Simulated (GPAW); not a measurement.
Band structure of HfRu₃ (Pm-3m, 4 atoms in the cell).

```xyz
4
Lattice="3.9558 0.0000 0.0000 0.0000 3.9558 0.0000 0.0000 0.0000 3.9558" Properties=species:S:1:pos:R:3 pbc="T T T"
Hf     0.0000     0.0000     0.0000
Ru     1.9779     1.9779     0.0000
Ru     0.0000     1.9779     1.9779
Ru     1.9779     0.0000     1.9779
```

Method of the run: PBEsol, GPAW PAW datasets PBEsol (made by gpaw-setup) (plane waves; GPAW 25.7.0).

Settings: mode = pw; ecut = 600 eV; xc = PBEsol; kpts = 9 9 9; mesh shift (steps) = 0 0 0; occupations.name = methfessel-paxton; occupations.width = 0.1 eV; occupations.order = 0; nbands = -10; symmetry.symmorphic = false; symmetry.tolerance = 0.0005; maxiter = 100; bandpath_npoints = 50.

The starting cell comes from a database of computed structures (which also holds hypothetical and non-ambient phases and stackings), without a prior relaxation at this level. Spin-orbit coupling is off. Spin polarisation is off.

Levels in eV from the Fermi level, bands 27 to 34:
| point | 27 | 28 | 29 | 30 | 31 | 32 | 33 | 34 |
|---|---|---|---|---|---|---|---|---|
| Γ | 0.56 | 0.56 | 1.68 | 2.16 | 2.16 | 2.16 | 3.84 | 3.84 |
| X | -0.95 | -0.64 | -0.27 | -0.27 | -0.23 | 0.86 | 2.16 | 2.34 |
| M | -2.07 | -1.04 | -0.83 | -0.77 | -0.77 | 0.04 | 0.07 | 3.09 |
| R | -0.89 | -0.89 | 0.96 | 1.58 | 1.58 | 1.58 | 1.73 | 1.73 |

Bands cross the Fermi level along this path, so the cell is metallic at this level.
